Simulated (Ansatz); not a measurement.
Input and output of a relaxation of cell and atoms for Cs2InCuF6 (Fm-3m, 10 atoms in the cell) (Ansatz, an electronic-structure program).

Level of theory: PBE-D3BJ (plane waves, PAW; Ansatz).

```yaml
crystal:
  lattice:
    - [0.00000, 4.30768, 4.30768]
    - [4.30768, 0.00000, 4.30768]
    - [4.30768, 4.30768, 0.00000]
  atoms:
    - { symbol: Cs, position: [0.25000, 0.25000, 0.25000] }
    - { symbol: Cs, position: [0.75000, 0.75000, 0.75000] }
    - { symbol: Cu, position: [0.50000, 0.50000, 0.50000] }
    - { symbol: In, position: [0.00000, 0.00000, 0.00000] }
    - { symbol: F, position: [0.74910, 0.25090, 0.25090] }
    - { symbol: F, position: [0.25090, 0.74910, 0.74910] }
    - { symbol: F, position: [0.25090, 0.74910, 0.25090] }
    - { symbol: F, position: [0.74910, 0.25090, 0.74910] }
    - { symbol: F, position: [0.25090, 0.25090, 0.74910] }
    - { symbol: F, position: [0.74910, 0.74910, 0.25090] }
```

Reference input (self-consistent single point, DFT, PBE, plane waves, default PAW files): kpoints.mp_grid.grid = 6 6 6; hamiltonian.xc = pbe; hamiltonian.pseudopotentials = {kind: paw} (the program's default PAW files); scf.occupations.method = fermi_dirac; scf.occupations.width = 0.05 eV. This run's input differs from it in these lines:

```diff
@@ -22,2 +22,3 @@
   xc: pbe
+  dispersion: d3bj
   pseudopotentials:
@@ -28,2 +29,4 @@
     width: 0.05
+relax:
+  cell: {}
 output:
```

Output (repeated stretches shortened):

```
   [... SCF lines of the steps left out ...]
relax step   1: F+E_penalty+E_count = -28422.34893429 eV  Δ(F+E_penalty+E_count) = +0.000e0 eV  max|allowed force component| = 3.925e-1 eV/Å  Δτ_max = 0.0000 Å  P = +4.198 GPa  Ω = 159.867 Å³  (9 SCF iters, dr2 threshold 1.00e-7 eV, accepted)
relax step   2: F+E_penalty+E_count = -28422.47831235 eV  Δ(F+E_penalty+E_count) = -1.294e-1 eV  max|allowed force component| = 3.826e-1 eV/Å  Δτ_max = 0.0168 Å  P = +0.512 GPa  Ω = 167.906 Å³  energy of the carried Pulay correction = -2.436e-2 eV  [...]
   [... lines left out ...]
relax step   9: F+E_penalty+E_count = -28422.60119248 eV  Δ(F+E_penalty+E_count) = +8.947e-4 eV  max|allowed force component| = 4.668e-4 eV/Å  Δτ_max = 0.0010 Å  P = -0.006 GPa  Ω = 174.044 Å³  energy of the carried Pulay correction = -6.019e-3 eV  [...]
relax step  10: F+E_penalty+E_count = -28422.60749726 eV  Δ(F+E_penalty+E_count) = -6.305e-3 eV  max|allowed force component| = 1.158e-4 eV/Å  Δτ_max = 0.0000 Å  P = +0.019 GPa  Ω = 174.044 Å³  stress off target by 1.86e-2 GPa  SCF on the basis [...]
basis re-selected at this cell: Δ(F+E_penalty+E_count) = -6.305e-3 eV, ΔP = +0.025 GPa vs the last step
the relaxation is at rest under the 48 symmetry operations that the run kept from its start: a minimum is not shown …
Free energy (F): -28422.607497 eV
Internal energy: -28422.603867 eV  (E = F + TS)
E sigma→0 (E₀):  -28422.605682 eV
Entropy (-TS):   -0.003630 eV (-0.363 meV/atom)
Fermi energy:    7.547613 eV
--- Forces (eV/Å), atoms counted from 1 ---
  atom   1  Cs    -0.00000000     0.00000000     0.00000000
   [... lines left out ...]
  cell:  # Å, volume = 174.0443 Å³
   [... lines left out ...]
    - { symbol: F, position: [0.24120294255818014, 0.7587970574418197, 0.24120294255818014] }
    - { symbol: F, position: [0.7587970574418199, 0.24120294255817998, 0.7587970574418199] }
    - { symbol: F, position: [0.24120294255818014, 0.24120294255818014, 0.7587970574418197] }
    - { symbol: F, position: [0.7587970574418199, 0.7587970574418199, 0.24120294255817998] }
```

The run converged. 

Summary of the result:
```
Item                                                                               Value
-----------------------------------------------  ---------------------------------------
Free energy E − TS (on the zero of these files)                           -28422.6075 eV
Pressure                                                                        0.02 GPa
Dispersion energy                                                              -1.473 eV
Final cell                                       a = b = c = 6.267 Å, α = β = γ = 60.00°
Final volume per atom                                                           17.40 Å³
Relaxation steps                                                                      10
```

The starting cell was generated: these elements placed on a structure prototype, without a prior relaxation; it need not be a known phase or ordering of this composition. Spin polarisation is off, so a magnetic state, if there is one, cannot be reached. The relaxation keeps the symmetry of its start, so its end need not be a minimum. Ansatz's pressure includes its estimate of the finite-basis (Pulay) stress. A gap is left out here, as mesh or smearing make it unsure.

Cost on one core of a shared machine: roughly 2 min.

Keys are those of Ansatz 0.2.
